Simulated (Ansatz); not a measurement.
The parent structure is BeTe in the zinc blende structure (space group F-43m, No. 216).

```xyz
2
Lattice="0.0000 2.8284 2.8284 2.8284 0.0000 2.8284 2.8284 2.8284 0.0000" Properties=species:S:1:pos:R:3 pbc="T T T"
Be     0.0000     0.0000     0.0000
Te     1.4142     1.4142     1.4142
```

Cartesian axes are those of the cell as printed.

Calculations: r2SCAN, PAW, 500 eV (Ansatz, a quantum-chemistry and plane-wave program; spin-orbit coupling left out).

For the base:

```
Item                            Result
-----------------------------  -------
Band gap                       2.37 eV
Smallest direct gap            4.04 eV
Shortest interatomic distance  2.449 Å
```

Modification: tensor shear ε_xy = +0.29 % (engineering shear γ = 0.0058); the atoms relax in the strained cell.

Problem. What happens to the band gap, smallest direct gap, stress and shortest interatomic distance?

Solution. The band gap shrinks by 0.025 eV (2.37 eV → 2.35 eV); the smallest direct gap falls by 0.05 eV, from 4.04 eV to 3.99 eV; the stress (xx, yy, zz, yz, xz, xy; compression positive) is (0.01, 0.01, 0.01, 0.00, 0.00, -0.30) GPa; the shortest interatomic distance decreases by 0.0026 Å, from 2.449 Å to 2.447 Å.

With Te present, leaving out spin-orbit coupling can change the band edges. Stability against distortions was not tested.
